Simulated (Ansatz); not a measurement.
**Sn (model structure, started from the Si type, R-3, No. 148, 8 atoms in the cell)**

Calculation: r²SCAN (Ansatz, a program for electronic structure, PAW).

Run with plane-wave cutoff 560 eV, 10×10×10 k mesh, Fermi–Dirac smearing 0.05 eV, scalar-relativistic PAW data made under PBE.

Cell (relaxed at this level):

Sn is modelled in the trigonal space group R-3, hexagonal axes (No. 148), Pearson symbol hR8. Conventional cell: a = b = 11.3844 Å, c = 6.7280 Å, α = β = 90.00°, γ = 120.00°. Sn1 on 18f is coordinated by 4 Sn at 2.866–2.885 Å. Sn2 on 6c is surrounded by 4 Sn at 2.869–2.914 Å (tetrahedral). (Neighbours: up to the widest gap in distance over summed covalent radii, below 1.35, at either atom.)
(The calculation used a cell of 8 atoms; values per cell refer to that cell.)

| Item | Result |
|---|---|
| band gap | none |
| bulk modulus | 39.2 GPa |

Note: the bulk modulus is −V dP/dV from two relaxed cells at ±2 % in volume; the relaxation could raise the start's symmetry but not lower it, so the cell can be a saddle point.

Spin–orbit coupling is not included.

Static lattice: no zero-point or thermal effects.

A model structure was made by putting elements into a prototype or built by hand; it is no filed structure, need not be a known phase, and can be a saddle point held by its symmetry.
